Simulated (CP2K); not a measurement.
A self-consistent single point of CdF2 (Fm-3m, 3 atoms in the cell) with CP2K.

Level of theory: LDA (Pade form), GPW, DZVP-MOLOPT-SR-GTH basis, GTH-PADE potentials (GTH_POTENTIALS) in CP2K.

```yaml
crystal:
  lattice:
    - [3.80689, 0.00000, 0.00000]
    - [1.90345, 3.29686, 0.00000]
    - [1.90345, 1.09895, 3.10831]
  atoms:
    - { symbol: Cd, position: [0.00000, 0.00000, 0.00000] }
    - { symbol: F, position: [0.25000, 0.25000, 0.25000] }
    - { symbol: F, position: [0.75000, 0.75000, 0.75000] }
```

Reference input (self-consistent single point, DFT PBE, GPW, DZVP-MOLOPT-SR-GTH basis, GTH-PBE potentials (GTH_POTENTIALS)): CUTOFF = 550 Ry; REL_CUTOFF = 50 Ry; KPOINTS/SCHEME = MONKHORST-PACK 7 7 7; XC_FUNCTIONAL = PBE; Cd/BASIS_SET = DZVP-MOLOPT-SR-GTH-q12; Cd/POTENTIAL = GTH-PBE-q12; F/BASIS_SET = DZVP-MOLOPT-SR-GTH-q7; F/POTENTIAL = GTH-PBE-q7; METHOD = GPW; EPS_DEFAULT = 1e-10; NGRIDS = 5; SCF_GUESS = ATOMIC. This run's input differs from it in these lines:

```diff
@@ -38,3 +38,3 @@
     &XC
-      &XC_FUNCTIONAL PBE
+      &XC_FUNCTIONAL PADE
       &END XC_FUNCTIONAL
@@ -71,3 +71,3 @@
       BASIS_SET DZVP-MOLOPT-SR-GTH-q12
-      POTENTIAL GTH-PBE-q12
+      POTENTIAL GTH-PADE-q12
     &END KIND
@@ -75,3 +75,3 @@
       BASIS_SET DZVP-MOLOPT-SR-GTH-q7
-      POTENTIAL GTH-PBE-q7
+      POTENTIAL GTH-PADE-q7
     &END KIND
```

Output, abridged:

```
 SCF WAVEFUNCTION OPTIMIZATION

  Step     Update method      Time    Convergence         Total energy    Change
     1 NoMix/Diag. 0.20E+00      -     1.87988944       -94.5469563664 -9.45E+01
     2 Broy./Diag. 0.20E+00      -     0.04133579       -92.3290762436  2.22E+00
     3 Broy./Diag. 0.20E+00      -     0.05208594       -93.8705062908 -1.54E+00
     4 Broy./Diag. 0.20E+00      -     0.01505099       -94.6333735596 -7.63E-01
     5 Broy./Diag. 0.20E+00      -     0.01275052       -94.3628732480  2.71E-01
     6 Broy./Diag. 0.20E+00      -     0.00462945       -94.5322544559 -1.69E-01
   [... 2 lines left out ...]
     9 Broy./Diag. 0.20E+00      -     0.00006870       -94.5498777941  7.82E-04
    10 Broy./Diag. 0.20E+00      -     0.00000380       -94.5501231373 -2.45E-04
    11 Broy./Diag. 0.20E+00      -     0.00000120       -94.5500577507  6.54E-05
    12 Broy./Diag. 0.20E+00      -     0.00000010       -94.5500813336 -2.36E-05
  *** SCF run converged in    12 steps ***

  Overlap energy of the core charge distribution:               0.00000000001492
  Self energy of the core charge distribution:               -200.36633794076627
  Core Hamiltonian energy:                                     59.92642335947500
  Hartree energy:                                              61.57686009433570
  Exchange-correlation energy:                                -15.68702684666859

  Total energy:                                               -94.55008133360924

 ENERGY| Total FORCE_EVAL ( QS ) energy [hartree]            -94.550080026439161

 FORCES| Atomic forces [hartree/bohr]
 FORCES|   Atom     x               y               z               |f|
 FORCES|      1  1.20987649E-14 -1.55905961E-10 -2.33598586E-10   2.80846877E-10
   [... lines left out ...]

 STRESS| Analytical stress tensor [bar]
 STRESS|                        x                   y                   z
 STRESS|      x       -2.86184065228E+04   1.60358298938E+00   1.13390407286E+00
 STRESS|      y        1.60358298938E+00  -2.86205830179E+04   7.22043279745E-01
 STRESS|      z        1.13390407286E+00   7.22043279745E-01  -2.86208694267E+04
 STRESS| 1/3 Trace                                            -2.86199529891E+04
```

The run converged in 12 iterations. Against the reference run the pressure goes from 7.64 to -2.86 GPa and the gap on the mesh goes from 3.103 to 2.789 eV.

The starting cell comes from a database of computed structures (which also holds hypothetical and non-ambient phases and stackings), without a prior relaxation at this level. Its lattice was rescaled by a random factor within 2.5 % of one. Values carry the incompleteness of an atom-centred basis.

Cost on one core of a shared machine: roughly 40 s.
